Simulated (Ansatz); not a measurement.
# LaC2, response to strain

Take LaC2 (space group I4/mmm, No. 139; relaxed with 0.1 eV smearing) as the base.

```yaml
crystal:
  lattice:
    - [-1.94587, 1.94587, 3.26559]
    - [1.94587, -1.94587, 3.26559]
    - [1.94587, 1.94587, -3.26559]
  atoms:
    - { symbol: La, position: [0.00000, 0.00000, 0.00000] }
    - { symbol: C, position: [0.40094, 0.40094, 0.00000] }
    - { symbol: C, position: [0.59906, 0.59906, 0.00000] }
```

Cartesian axes are those of the cell as printed.

Strains are applied to the cell and any free atomic positions relax; under biaxial strain the out-of-plane vector relaxes too.

Method: DFT with PBEsol, PAW potentials and a 420 eV plane-wave cutoff in Ansatz (a first-principles code), spin-orbit coupling left out.

Notes on the quantities. pressure: mean of the normal stresses, compression positive.

| change | volume per atom | pressure |
|---|---|---|
| base | 16.49 Å³ | 0.0 GPa |
| biaxial strain +2.78 %, plane normal [001], relaxed out of plane | (withheld) | (withheld) |
| isotropic strain +0.63 % | 16.80 Å³ | -1.9 GPa |
| isotropic strain +3.57 % | 18.32 Å³ | -8.6 GPa |
| uniaxial strain ε_zz = +0.40 % | 16.55 Å³ | -0.6 GPa |
| tensor shear ε_yz = +2.32 % | 16.48 Å³ | 0.0 GPa |
| tensor shear ε_yz = +3.48 % | 16.47 Å³ | 0.1 GPa |

### Question
What belongs in the blanks?

### Answer

- biaxial strain +2.78 %, plane normal [001], relaxed out of plane, volume per atom: 17.35 Å³
- biaxial strain +2.78 %, plane normal [001], relaxed out of plane, pressure: -3.6 GPa

Stability against distortions was not tested. The final runs are not spin-polarised. An odd electron count without spin: LaC2.
